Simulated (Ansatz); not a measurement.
CsCaF₃ (Pm-3m), PBEsol, rigid bands in Ansatz (a quantum-chemistry and plane-wave program): N_c = 6.89e18 cm⁻³ at 300 K and an electron conductivity mass of 0.453 mₑ.

Q: For 1e16 electrons per cm³ at 300 K, place the Fermi level, estimate the Seebeck coefficient of a parabolic band with constant τ, and give mobility and conductivity for τ = 10 fs.

A: The level lies k_BT ln(N_c/n) = 0.169 eV below the conduction-band minimum. S ≈ −(k_B/e)[ln(N_c/n) + 5/2] = -779 μV/K, against -785 μV/K from the full bands (mean over directions). μ = eτ/m = 38.8 cm²/(V·s) and σ = neμ = 0.0622 S/cm. τ is assumed, not computed.

Band transport and this doping are assumed; polarons and phonon drag are left out. Spin-orbit coupling is left out.

Computed structure with no diffraction record at hand here (it may be known, metastable or hypothetical): CsCaF3 (Pm-3m).
